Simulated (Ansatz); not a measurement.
System: C (model structure, P6₂22, No. 180, 3 atoms in the cell). Method: G0W0@PBEsol (plane waves, hard PAW, contour deformation, complete-basis limit; Ansatz, a program for electronic structure).

Numerical settings: largest k mesh 12×12×10 (not extrapolated in the mesh).

Cell (relaxed with PBEsol):

```cif
data_C3
_chemical_formula_sum 'C3'
_space_group_name_H-M_alt 'P 1'
_space_group_IT_number 1
_cell_length_a 2.59272
_cell_length_b 2.59272
_cell_length_c 2.78340
_cell_angle_alpha 90.000
_cell_angle_beta 90.000
_cell_angle_gamma 120.000
loop_
_space_group_symop_operation_xyz
  'x, y, z'
loop_
_atom_site_label
_atom_site_type_symbol
_atom_site_fract_x
_atom_site_fract_y
_atom_site_fract_z
_atom_site_occupancy
C1 C 0.50000 0.00000 0.00000 1
C2 C 0.00000 0.50000 0.66667 1
C3 C 0.50000 0.50000 0.33333 1
```

### Question
Give the computed band gap.

### Answer

- band gap: 3.06 eV (indirect)

Note: the correction to the complete basis was taken at k points off the band edges; the relaxation could raise the start's symmetry but not lower it, so the cell can be a saddle point; the gap holds a correction of +0.35 eV to the complete basis, taken at k points off the band edges.

Cost on a shared machine: roughly 50 core-minutes.

A model structure was made by putting elements into a prototype or built by hand; it is no filed structure, need not be a known phase, and can be a saddle point held by its symmetry.
